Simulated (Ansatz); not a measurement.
For Ta3N5 (Cmcm, No. 63), LDA (Ansatz, a program for electronic structure, plane waves, PAW) gives:

- volume per atom: 12.44 Å³/atom
- band gap at the measured cell: 1.09 eV

**Question.** What does r²SCAN (PAW; Ansatz) give for the same quantities?

**Answer.** 
- equilibrium volume per atom: 12.78 Å³/atom (rises by 2.7 %)
- band gap at the measured cell: 1.55 eV (grows by 0.46 eV)

For comparison: equilibrium volume per atom 12.73 Å³/atom (measured, temperature not stated, copied from a table, unchecked, no zero-point or thermal correction; as tabulated in Acta Crystallographica C 47, 2291 (1991)); band gap 2.18 eV (measured, temperature not stated, not corrected to a static lattice, indirect, Tauc analysis with phonon absorption and emission, films; as tabulated in Eichhorn et al. (2021), doi:10.1039/d1ta05282a).

Changes are worked out from the printed values.

Unless a cell is named, each level is at its own relaxed cell (LDA 12.44, r²SCAN 12.78 Å³/atom).

Levels without +SOC leave out spin–orbit coupling, which shifts energies and cells of such heavy elements.

Spin–orbit coupling is included only where a level's name says +SOC; with heavier elements it mostly lowers gaps and can invert bands. Density-functional gaps are differences of (generalised) Kohn–Sham levels.

Ansatz's density-functional and Hartree–Fock values are scalar-relativistic unless marked +SOC, with PAW data made under PBE.
